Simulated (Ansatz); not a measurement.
Band structure of C (P6_3/mmc, 4 atoms in the cell).

```xyz
4
Lattice="1.2300 -2.1304 0.0000 1.2300 2.1304 0.0000 0.0000 0.0000 6.7100" Properties=species:S:1:pos:R:3 pbc="T T T"
C      0.0000     0.0000     1.6775
C      0.0000     0.0000     5.0325
C      1.2300     0.7101     1.6775
C      1.2300    -0.7101     5.0325
```

Level of theory: PBE (plane waves, PAW; Ansatz, an electronic-structure program).

Settings: kpoints.mp_grid.grid = 15 15 5; hamiltonian.xc = pbe; hamiltonian.pseudopotentials = {kind: paw} (the program's default PAW files); scf.occupations.method = gaussian; scf.occupations.width = 0.136 eV; kpoints.band_path.npoints = 8.

The starting cell has typed, rounded lattice constants, without a prior relaxation at this level.

Levels in eV from the Fermi level, bands 5 to 11:
| point | 5 | 6 | 7 | 8 | 9 | 10 | 11 |
|---|---|---|---|---|---|---|---|
| Γ | -3.01 | -3.01 | -3.00 | -3.00 | 4.27 | 8.39 | 8.39 |
| M | -6.44 | -6.39 | -2.77 | -2.09 | 1.52 | 2.20 | 7.28 |
| K | -10.58 | -10.58 | -0.63 | -0.02 | -0.02 | 0.72 | 11.15 |
| A | -3.00 | -3.00 | -3.00 | -3.00 | 6.91 | 6.91 | 8.41 |
| L | -6.41 | -6.41 | -2.37 | -2.37 | 1.66 | 1.66 | 7.47 |
| H | -10.59 | -10.59 | 0.00 | 0.00 | 0.02 | 0.02 | 10.19 |

No band crosses the Fermi level by more than 0.03 eV along this path.

Keys are those of Ansatz 0.2.
